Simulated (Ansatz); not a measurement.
Cost and result by functional for the surface energy of the (10-11) surface of hcp Tl in its 1x1 cell, outermost plane spacing 0.45 Å in the ideal cut, in Ansatz (plane waves, PAW). Single points on the PBE structure, on one kind of machine; costs are rough ratios of the slab run's core time (references not counted) to the cheapest single point. r2SCAN's cost holds its higher cutoff (500 against 420 eV). Differences are taken against r2SCAN for comparison alone: no measured value is at hand, so the table doesn't rank accuracy.

Model: 10-atom slab, 11.3 Å thick at the start, 11x6x1 mesh, Fermi-Dirac 0.1 eV, dipole correction, all atoms relaxed; held to the part of the start's symmetry that mesh and held atoms allow; no spin, no spin-orbit, no U. These notes are the PBE run's.

| functional | relative cost | surface energy (J/m²) | less r2SCAN (J/m²) |
|---|---|---|---|
| PBEsol | 1 | 0.38 | 0.03 |
| RPBE | 1 | 0.17 | -0.18 |
| LDA | 1 | 0.45 | 0.09 |
| r2SCAN | 2 | 0.36 | 0.00 |
| PBE (the relaxed run's value) | – | 0.28 | -0.08 |

The values span 0.28 J/m², while the single points' costs differ by a factor of roughly 2. Differences are of unrounded values.

Ansatz is a first-principles code.
